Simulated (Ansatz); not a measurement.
Take SiO$_{2}$ in the rutile structure (space group P4_2/mnm, No. 136; a = 4.236 Å, c = 2.690 Å) as the base. Axes: x, y, z lie along a, b, c of the conventional cell.

Calculations: Ansatz (a quantum-chemistry and plane-wave program) PBE, no SOC.

For the base:

| Item | Result |
|---|---|
| Electron mass | 0.36 mₑ along c, 0.45 mₑ across (at Γ) |
| Pressure | 0.01 GPa |
| Band gap | 5.04 eV |
| Width of the top valence band | 2.56 eV |

Now apply this change: the cell is compressed by 2.40 % along z with no lateral relaxation, atoms relaxed at fixed cell.

**Question.** Predict the new electron mass, pressure, band gap and width of the top valence band.

**Answer.** The electron mass goes from 0.36 mₑ along c, 0.45 mₑ across (at Γ) to 0.40 mₑ along z, 0.47 mₑ across (at Γ); the pressure (mean of the normal stresses, compression positive) increases by 8.955 GPa, from 0.01 GPa to 8.96 GPa; the band gap rises by 0.51 eV to 5.55 eV; the width of the top valence band grows by 0.08 eV (2.56 eV → 2.64 eV).

The cells carry an imposed strain or load. Masses are band curvatures over ±0.01 Å⁻¹ around the edge. No phonon test of stability was made.
